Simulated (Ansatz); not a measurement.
The parent structure is MoTe$_{2}$ in the 2H-MoS2 type structure (space group P6_3/mmc, No. 194; a = 3.4967 Å, c = 13.6973 Å; layered, stacked along the Cartesian z axis).

The change: an isotropic linear strain of +0.59 %; the atoms relax in the strained cell.

Levels (all Ansatz, a quantum-chemistry and plane-wave program, PAW, earlier PAW set): PBE-D3(BJ) (420 eV, no spin-orbit coupling); r2SCAN (500 eV, without spin-orbit coupling).

The geometry is relaxed with PBE-D3(BJ).

- PBE-D3(BJ) smallest direct gap = 1.04 eV
- PBE-D3(BJ) lowest conduction level above the VBM at special points = K 0.94 eV; H 0.95 eV; M 1.22 eV; L 1.25 eV
- PBE-D3(BJ) width of the top valence band = 1.02 eV

With r2SCAN at the same geometry, the smallest direct gap goes up by 0.086 eV to 1.12 eV; the lowest conduction level above the VBM at special points becomes K 1.02 eV; H 1.03 eV; M 1.30 eV; L 1.33 eV (PBE-D3(BJ): K 0.94 eV; H 0.95 eV; M 1.22 eV; L 1.25 eV); the width of the top valence band increases by 0.05 eV to 1.07 eV.

Single points use the geometry relaxed with PBE-D3(BJ). With Te present, leaving out spin-orbit coupling can change the band edges. Whether these cells are dynamically stable was not tested. The D3 term's C6 switches between coordination references near this geometry, which can add small steps to energies.
